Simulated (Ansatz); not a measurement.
## Response to strain in CdTe

Consider CdTe in the zinc blende structure (space group F-43m, No. 216; a = 6.5578 Å). Axes: x, y, z lie along the cube axes.

Strains are applied to the cell and any free atomic positions relax; under biaxial strain the out-of-plane vector relaxes too.

All numbers come from r2SCAN (Ansatz, an electronic-structure program, PAW, no SOC).

Notes on the quantities. energy relative to the base: free energy F.

```tsv
biaxial strain, plane normal [111], relaxed out of plane (%)	energy relative to the base (meV/atom)
-2.5	10.1
-2.08	?
-1.67	4.5
-1.25	2.5
-0.83	1.1
-0.42	0.3
0	0.0
```

### Question
Fit ΔE = Aε² + Bε³ (ε in %) to the rows shown and predict the withheld row.

### Answer
Least squares on the printed values gives A = 1.60 and B = -0.0072 meV/atom (largest residual 0.0 meV/atom); this predicts 7.0 meV/atom, and the run gives 7.0 meV/atom, in agreement.

No phonon test of stability was made.
